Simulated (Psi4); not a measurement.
Psi4 1.11, TPSS/def2-svpd: C=C(F)[C](F)F, charge +1, multiplicity 1, 8 atoms. The geometry is a generated start, not checked to be a minimum at this level.

```
Property                                            Result
--------------------------  ------------------------------
task                                                energy
method                                                tpss
basis                                            def2-svpd
memory                                                3 GB
maxiter                                                100
keys of the molecule block                     symmetry c1
scf_type                                      df (default)
guess                       auto, which took SAD (default)
scf_initial_accelerator                    adiis (default)
e_convergence                              1e-06 (default)
d_convergence                              1e-06 (default)
dft_radial_points                             75 (default)
dft_spherical_points                         302 (default)
basis functions                                        145
grid points                                         173529
```

```xyz
8

C     -1.1857     0.0893    -0.4317
C     -0.1038     0.2895     0.3734
F     -0.1753     1.0435     1.4480
C      1.1709    -0.2911     0.1234
F      1.3781    -1.0694    -0.8591
F      2.1853    -0.1050     0.8580
H     -1.1373    -0.5189    -1.3265
H     -2.1322     0.5620    -0.1855
```

Charge 1 and multiplicity 1 are set for this test and not shown to be the ground state.

One run each on 2 threads. Values of diis_max_vecs tried: 3, 6, 10 (default), 20.

**Question.** Predict the course of the SCF iterations along this series.

**Answer.** Fewest SCF iterations, within one of each other: 6 with 11, 10 (default) with 10, 20 with 10. The count rises to 22 at 3. All converge to one solution.

| diis_max_vecs | SCF iterations | end |
|---|---|---|
| 3 | 22 | same solution |
| 6 | 11 | same solution |
| 10 (default) | 10 | same solution |
| 20 | 10 | same solution |
